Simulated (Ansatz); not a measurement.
# TiO2: transverse stress against strain

TiO2 (anatase, I4_1/amd, 11.312 Å³/atom and stress up to 0.01 GPa in the relaxed cell, c along z) under a strain ε along a (axis x), the other axes held. PBEsol in Ansatz, a plane-wave DFT program (PAW, default set), 420 eV, 12×12×12 Γ-centred mesh, Fermi-Dirac smearing 0.05 eV; ions are relaxed, or left where forces stay under 0.02 eV/Å, within the symmetry of each cell. Stress is positive for a compressed cell.

Here s stands for strain and y for stress zz.

```
strain (%)  stress zz (GPa)
----------  ---------------
-1.20                  1.92
-0.60                  0.95
0.00                   0.01
0.60                  -0.85
1.20                  -1.64
3.00                      ?
```

Question: Fit y against s with a straight line, and predict the withheld value at s = 3.00.

Answer: Means: s 0, y 0.078. About the means, the sum of products is -5.3520 and the sum of squares of s is 3.6000; the slope is their ratio. Least squares gives y = 0.078 - 1.4867·s. Residuals (row less fit): 0.058, -0.020, -0.068, -0.036, 0.066; standard error 0.068 (degrees of freedom: 3). The slope gives the elastic constant C13 = 149 ± 4 GPa (± standard error of the fit, which holds the terms cut off). At the withheld row, y = 0.078 - 1.4867 × 3.0 = -4.382 GPa. The calculation gives -3.81 GPa, 0.572 GPa above the prediction (10.0 % of the range of y in the table). The row lies outside the fitted rows, so this is an extrapolation. From the scatter of the fitted rows alone, a prediction at this place has a standard error of 0.132 GPa, so the miss is 4.3 times that.

A polynomial of degree 2 through the 10 other runs of the series gives -3.80 there, so most of the miss is curvature that the fit leaves out. The primitive cell can neither tilt nor turn polar against its symmetry, as such crystals can under strain. TiO2 is here one of several forms; rutile is the usual stable one. Rows are the converged runs of the series near zero and its far end; series whose fitted rows scatter by over a few per cent of the range, as at a crossing or softening among them, aren't shown in this form, nor equations of state whose B0' disagrees with the runs' pressures. Most that stay on the fit to the last digits aren't either.
